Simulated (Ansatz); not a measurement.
Structure of amorphous Ti$_{20}$O$_{43}$Al$_{2}$ (periodic cell):

```yaml
crystal:
  lattice:
    - [9.20452, -0.09313, 0.33451]
    - [-0.09313, 8.99685, 0.10494]
    - [0.33451, 0.10494, 9.35807]
  atoms:
    - { symbol: Ti, position: [0.92785, 0.94493, 0.91033] }
    - { symbol: Ti, position: [0.59159, 0.19190, 0.58841] }
    - { symbol: Ti, position: [0.17027, 0.28928, 0.39902] }
    - { symbol: Ti, position: [0.31898, 0.42519, 0.05593] }
    - { symbol: Ti, position: [0.61836, 0.88713, 0.81342] }
    - { symbol: Ti, position: [0.19207, 0.02933, 0.60637] }
    - { symbol: Ti, position: [0.41202, 0.10514, 0.26382] }
    - { symbol: Ti, position: [0.70457, 0.92033, 0.20502] }
    - { symbol: Ti, position: [0.70671, 0.21564, 0.00047] }
    - { symbol: Ti, position: [0.06065, 0.96446, 0.27923] }
    - { symbol: Ti, position: [0.16041, 0.67877, 0.46812] }
    - { symbol: Ti, position: [0.82022, 0.84828, 0.53423] }
    - { symbol: Ti, position: [0.07701, 0.69736, 0.08642] }
    - { symbol: Ti, position: [0.30657, 0.74562, 0.79448] }
    - { symbol: Ti, position: [0.07819, 0.24845, 0.81917] }
    - { symbol: Ti, position: [0.64614, 0.57684, 0.08779] }
    - { symbol: Ti, position: [0.94920, 0.61259, 0.75984] }
    - { symbol: Ti, position: [0.54797, 0.51545, 0.78092] }
    - { symbol: Ti, position: [0.80276, 0.23652, 0.35832] }
    - { symbol: Ti, position: [0.42225, 0.14411, 0.87920] }
    - { symbol: O, position: [0.57961, 0.19937, 0.39629] }
    - { symbol: O, position: [0.83402, 0.94927, 0.35613] }
    - { symbol: O, position: [0.76521, 0.53099, 0.72455] }
    - { symbol: O, position: [0.24118, 0.24957, 0.93722] }
    - { symbol: O, position: [0.50989, 0.13209, 0.08674] }
    - { symbol: O, position: [0.79835, 0.43217, 0.36987] }
    - { symbol: O, position: [0.39825, 0.17066, 0.69415] }
    - { symbol: O, position: [0.62192, 0.95147, 0.59878] }
    - { symbol: O, position: [0.63246, 0.12157, 0.81723] }
    - { symbol: O, position: [0.33415, 0.89664, 0.61966] }
    - { symbol: O, position: [0.24771, 0.00278, 0.21620] }
    - { symbol: O, position: [0.79165, 0.19996, 0.55404] }
    - { symbol: O, position: [0.90031, 0.16271, 0.90839] }
    - { symbol: O, position: [0.50343, 0.71696, 0.70129] }
    - { symbol: O, position: [0.06376, 0.92253, 0.49561] }
    - { symbol: O, position: [0.29579, 0.13472, 0.44886] }
    - { symbol: O, position: [0.14074, 0.48063, 0.43994] }
    - { symbol: O, position: [0.62392, 0.67338, 0.91889] }
    - { symbol: O, position: [0.52905, 0.92483, 0.31741] }
    - { symbol: O, position: [0.30431, 0.29774, 0.23183] }
    - { symbol: O, position: [0.94430, 0.71030, 0.93560] }
    - { symbol: O, position: [0.98577, 0.92837, 0.10005] }
    - { symbol: O, position: [0.10185, 0.00733, 0.79903] }
    - { symbol: O, position: [0.34938, 0.69853, 0.44082] }
    - { symbol: O, position: [0.45491, 0.53849, 0.14081] }
    - { symbol: O, position: [0.14495, 0.68689, 0.68841] }
    - { symbol: O, position: [0.83696, 0.86677, 0.73774] }
    - { symbol: O, position: [0.34661, 0.55010, 0.85775] }
    - { symbol: O, position: [0.22315, 0.77488, 0.97981] }
    - { symbol: O, position: [0.74939, 0.40424, 0.05215] }
    - { symbol: O, position: [0.72302, 0.93697, 0.98934] }
    - { symbol: O, position: [0.14288, 0.50773, 0.09599] }
    - { symbol: O, position: [0.76509, 0.13963, 0.17637] }
    - { symbol: O, position: [0.01935, 0.43775, 0.81962] }
    - { symbol: O, position: [0.43019, 0.92910, 0.87838] }
    - { symbol: O, position: [0.92168, 0.66155, 0.54338] }
    - { symbol: O, position: [0.11400, 0.23551, 0.62340] }
    - { symbol: O, position: [0.57450, 0.41632, 0.60490] }
    - { symbol: O, position: [0.67249, 0.71129, 0.47913] }
    - { symbol: O, position: [0.08675, 0.74919, 0.28355] }
    - { symbol: O, position: [0.51646, 0.35152, 0.91456] }
    - { symbol: O, position: [0.01657, 0.18792, 0.32488] }
    - { symbol: O, position: [0.73370, 0.72048, 0.18763] }
    - { symbol: Al, position: [0.49655, 0.81214, 0.50981] }
    - { symbol: Al, position: [0.74711, 0.53369, 0.52710] }
```

Methods: PBE, scalar-relativistic without spin-orbit coupling (Ansatz, an electronic-structure program); r2SCAN, scalar-relativistic without spin-orbit coupling (Ansatz); HSE06, scalar-relativistic without spin-orbit coupling (Ansatz). Neutral PBE cell, which sets geometry, pressure and energy: sampling: a 2×2×2 Γ-centred mesh; Fermi-Dirac width 0.02 eV; no spin polarisation. Exact exchange is cut at the faces of this 9 Å cell, which leaves hybrid gaps a finite-size error.

Preparation: random packing, a CHGNet melt and quench, and a DFT relaxation. O atoms were pushed apart under 1.9 Å during the dynamics, to hinder bonds among them. The hot cell started wider than the set density and was brought back towards it in steps. It is the lowest in DFT energy of 2 quenches. It is a model cell: composition and starting density were chosen by hand, and all elements were melted together. No dispersion term was used. Its density started from a set value of 3.56 and ended at 3.65 g/cm³. The quench (nominally 240 K/ps over its main leg) was far faster than any real one, so the model tends to hold more defects than a real film. Values belong to this one cell and scatter from quench to quench. Volume and shape were free in the relaxation.

**Question.** Give the pressure, the energy against reference phases and the spacing of the highest filled and lowest empty levels.

**Answer.** 
```json
{
 "Pressure on a 2×2×2 Γ-centred mesh": "0.03 GPa",
 "Largest force and stress component on that mesh (the relaxation ran on the zone centre alone)": "0.13 eV/Å and 0.2 GPa",
 "Energy relative to anatase TiO2 + corundum (lowest mix at this level among the phases computed, not always the ambient ones)": "127 meV/atom",
 "Level gap on a 2×2×2 Γ-centred mesh (PBE)": "2.38 eV",
 "Level gap at the zone centre (PBE)": "2.41 eV",
 "Level gap at the zone centre (r2SCAN)": "2.73 eV",
 "Level gap at the zone centre (HSE06)": "3.91 eV",
 "Distance between the nearest levels spread over more than a fifth of the atoms or a third of the atoms of their main element (six at least) (PBE, zone centre)": "2.66 eV"
}
```

**Question.** At PBE and the zone centre, how localised are the states just below and above the Fermi level (participation number: the atoms over which a state spreads)?

**Answer.** The highest filled state is spread over 5.5 atoms' worth, largest on O30, with weights by element (charge in smoothed Voronoi cells) O 0.91, Ti 0.08, Al 0.00. The lowest empty state is spread over 9.6 atoms' worth, largest on Ti1, with weights by element (charge in smoothed Voronoi cells) Ti 0.79, O 0.21, Al 0.00.

At PBE the levels at the filled edge of the gap are localised (band-tail or defect states).

Cut-offs for bonds: Ti-Ti 3.12 Å, Ti-O 2.64 Å, Ti-Al 2.89 Å, O-O 1.58 Å, O-Al 2.24 Å, Al-Al 2.66 Å. Two cations that share two anions don't count as bonded, nor two that share one unless they lie closer than Ti-Ti 3.04 Å, Ti-Al 2.81 Å, Al-Al 2.59 Å.

Added carriers, by PBE, scalar-relativistic without spin-orbit coupling (Ansatz) on the zone centre alone. Charged cells keep the cell fixed and stand in a uniform background, with no image correction, at a width of 0.01 eV; where the count is odd the moment is locked at 1 μB, unless the neutral cell bore moments. Each starts from the undistorted neutral geometry alone. PBE's self-interaction favours spread-out carriers, so it can miss traps that a hybrid finds.

**Question.** What happens at PBE when the cell takes an extra electron and the atoms relax?

**Answer.** Relaxation lowers the charged cell by 0.12 eV. The largest moves are Ti7 0.06 Å, Ti13 0.05 Å, Ti4 0.05 Å, O42 0.04 Å. The level that holds the added charge spreads over 9.8 atoms' worth, most on Ti1 (weight 0.23): a partly localised carrier. No bond crosses its cut-off with a change of over 0.15 Å (metal-metal contacts aside). Made neutral again at that geometry, the cell lies +0.14 eV from the neutral start.

**Question.** What happens at PBE when the cell takes a hole and the atoms relax?

**Answer.** Relaxation lowers the charged cell by 0.38 eV. The largest moves are O44 0.21 Å, Ti11 0.15 Å, O27 0.14 Å, O30 0.11 Å. The level that was emptied spreads over 3.7 atoms' worth, most on O30 (weight 0.37): a localised (trapped) carrier, which neighbours of that atom can share. No bond crosses its cut-off with a change of over 0.15 Å (metal-metal contacts aside). Made neutral again at that geometry, the cell lies +0.84 eV from the neutral start.
